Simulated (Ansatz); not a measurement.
## PbS: pressure series

Consider PbS in the rock salt structure (space group Fm-3m, No. 225).

```
PbS
1.0
    0.00000     3.00452     3.00452
    3.00452     0.00000     3.00452
    3.00452     3.00452     0.00000
S Pb
1 1
Direct
  0.00000   0.00000   0.00000
  0.50000   0.50000   0.50000
```

Cell and atoms are relaxed at each pressure.

All numbers come from Kohn–Sham DFT with the PBE functional, run in Ansatz (a first-principles code) with PAW and 420 eV plane waves, no spin-orbit coupling, earlier PAW set.

```
change            shortest interatomic distance  band gap
----------------  -----------------------------  --------
base                                    3.005 Å   0.50 eV
pressure −2 GPa                         3.047 Å   0.63 eV
pressure −1 GPa                         3.025 Å       [?]
pressure 3 GPa                          2.954 Å       [?]
pressure 50 GPa                         2.624 Å      zero
pressure 75 GPa                         2.540 Å      zero
pressure 100 GPa                            [?]      zero
```

Question: What belongs in the blanks?

Answer: 
- pressure −1 GPa, band gap: 0.56 eV
- pressure 3 GPa, band gap: 0.32 eV
- pressure 100 GPa, shortest interatomic distance: 2.479 Å

The mesh was chosen for an insulator and is coarse for the gapless case. With Pb present, leaving out spin-orbit coupling can change the band edges. Load acts through the strain it causes; cell and atoms are relaxed under it. Whether these cells are dynamically stable was not tested. Competing high-pressure phases were not computed. All final runs are without spin polarisation. The zero or small gap of PbS under pressure 50 GPa can change with the level of theory.
